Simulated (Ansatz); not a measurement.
ZnCl2 (I-42d, No. 122), treated with PBE0 (Ansatz, a first-principles code, plane waves, PAW).

Numerical settings: plane-wave cutoff 500 eV, 6×6×6 k mesh, gaussian smearing 0.02 eV, scalar-relativistic PAW data made under PBE.

Cell (relaxed with PBEsol):

```yaml
crystal:
  lattice:
    - [-2.79991, 2.79991, 4.96198]
    - [2.79991, -2.79991, 4.96198]
    - [2.79991, 2.79991, -4.96198]
  atoms:
    - { symbol: Zn, position: [0.75000, 0.25000, 0.50000] }
    - { symbol: Zn, position: [0.00000, 0.00000, 0.00000] }
    - { symbol: Cl, position: [0.10328, 0.12500, 0.47828] }
    - { symbol: Cl, position: [0.87500, 0.35328, 0.97828] }
    - { symbol: Cl, position: [0.64672, 0.62500, 0.52172] }
    - { symbol: Cl, position: [0.37500, 0.89672, 0.02172] }
```

Task: Estimate the band gap that the calculation returns.

Result: 
band gap: 6.46 eV (on the SCF k mesh)

Note: cell and atoms aren't relaxed at this level (pressure 1.5 GPa).

Static lattice: no zero-point or thermal effects.

The result took roughly 23 core-minutes.
